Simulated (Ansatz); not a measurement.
Take AlBiO₃ (space group R3c, No. 161; a cell from a computed database, its experimental status unchecked) as the base.

```
CELL_PARAMETERS angstrom
      2.68147     1.54815     4.42060
     -2.68147     1.54815     4.42060
      0.00000    -3.09629     4.42060
ATOMIC_POSITIONS crystal
  Al 0.27875 0.27875 0.27875
  Al 0.77875 0.77875 0.77875
  Bi 0.00644 0.00644 0.00644
  Bi 0.50644 0.50644 0.50644
  O  0.55002 0.07989 0.98842
  O  0.98842 0.55002 0.07989
  O  0.07989 0.98842 0.55002
  O  0.48842 0.57989 0.05002
  O  0.57989 0.05002 0.48842
  O  0.05002 0.48842 0.57989
```

Cartesian axes are those of the cell as printed.

All numbers come from Ansatz (an electronic-structure program), PBEsol, PAW, cutoff 420 eV, no spin-orbit coupling.

Strains are applied to the cell and any free atomic positions relax; under biaxial strain the out-of-plane vector relaxes too.

One change was made to it. Results:

```tsv
quantity	base	after
gap character	indirect, k = (1/4, -1/2, -1/2) in the run's primitive reciprocal basis → F	indirect, k = (0, 3/8, -1/2) in the run's primitive reciprocal basis → F
band gap	2.84 eV	2.75 eV
pressure (mean of the normal stresses, compression positive)	0.0 kbar	129.8 kbar
```

Which of these changes matches the shifts?
A. biaxial strain +4.12 %, plane normal [001], relaxed out of plane
B. biaxial strain −4.14 %, plane normal [001], relaxed out of plane
C. strain tensor (xx, yy, zz, yz, xz, xy) = (+0.15, −0.30, +1.12, +0.20, +0.21, +0.54) %
D. biaxial strain −4.53 %, plane normal [001], relaxed out of plane

B, biaxial strain −4.14 %, plane normal [001], relaxed out of plane. For comparison, the pressure in the other runs: biaxial strain +4.12 %, plane normal [001], relaxed out of plane gives -94.2 kbar; biaxial strain −4.53 %, plane normal [001], relaxed out of plane gives 144.0 kbar; strain tensor (xx, yy, zz, yz, xz, xy) = (+0.15, −0.30, +1.12, +0.20, +0.21, +0.54) % gives -9.4 kbar.

Spin-orbit coupling, missing from the scalar runs, can matter with Bi. Stability against distortions was not tested. Labels are those of the standard path for the cell's own space group.
